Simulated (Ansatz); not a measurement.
System: InSe (P6₃/mmc, No. 194; cell taken from a computed entry). Method: PBEsol (Ansatz, a first-principles code, PAW).

Run with plane-wave cutoff 520 eV, 12×12×2 k mesh (along the axes of the cell as run), Fermi–Dirac smearing 0.01 eV, scalar-relativistic PAW data made under PBE.

Cell (relaxed with PBEsol):

```yaml
crystal:
  lattice:
    - [4.00573, 0.00000, 0.00000]
    - [-2.00287, 3.46907, 0.00000]
    - [0.00000, 0.00000, 16.99831]
  atoms:
    - { symbol: In, position: [0.33333, 0.66667, 0.33167] }
    - { symbol: In, position: [0.66667, 0.33333, 0.66833] }
    - { symbol: In, position: [0.66667, 0.33333, 0.83167] }
    - { symbol: In, position: [0.33333, 0.66667, 0.16833] }
    - { symbol: Se, position: [0.33333, 0.66667, 0.59308] }
    - { symbol: Se, position: [0.66667, 0.33333, 0.40692] }
    - { symbol: Se, position: [0.66667, 0.33333, 0.09308] }
    - { symbol: Se, position: [0.33333, 0.66667, 0.90692] }
```

Q: Predict the band gap.

A: 
* **band gap**: 0.43 eV

Measured, for comparison: band gap 1.17 eV (temperature not stated, no zero-point or thermal correction; as tabulated in Kim et al. (2020), doi:10.1038/s41597-020-00723-8).

Note: the cell comes from a level without a dispersion term, which matters for the spacing of layers, chains or molecules; the cell has widely spaced layers and the level no dispersion term, so their spacing and the moduli can rest on weak binding.

Spin–orbit coupling is not included.

Static lattice: no zero-point or thermal effects.

The result took around 50 core-seconds (rough).
